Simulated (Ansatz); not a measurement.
# LuAl3: response to strain

Start from LuAl₃ in the Cu3Au type structure (space group Pm-3m, No. 221; a = 4.146 Å; a cell from a computed database, its experimental status unchecked; relaxed with 0.1 eV smearing). Axes: x, y, z lie along the cube axes.

Strains are applied to the cell and any free atomic positions relax; under biaxial strain the out-of-plane vector relaxes too.

All numbers come from PBEsol (Ansatz, a quantum-chemistry and plane-wave program), no SOC.

Notes on the quantities. energy relative to the base: free energy F; pressure: mean of the normal stresses, compression positive.

```csv
case,energy relative to the base,pressure,volume per atom
base,0 meV/atom,0.0 GPa,17.81 Å³
"biaxial strain −2.97 %, plane normal [001], relaxed out of plane",+22 meV/atom,4.6 GPa,16.99 Å³
uniaxial strain ε_xx = −2.45 %,+6.2 meV/atom,2.3 GPa,17.38 Å³
uniaxial strain ε_xx = −0.93 %,+0.9 meV/atom,0.8 GPa,17.65 Å³
uniaxial strain ε_yy = +0.23 %,+0.1 meV/atom,-0.2 GPa,17.86 Å³
uniaxial strain ε_zz = +1.38 %,+1.8 meV/atom,-1.1 GPa,18.06 Å³
```

No phonon test of stability was made.
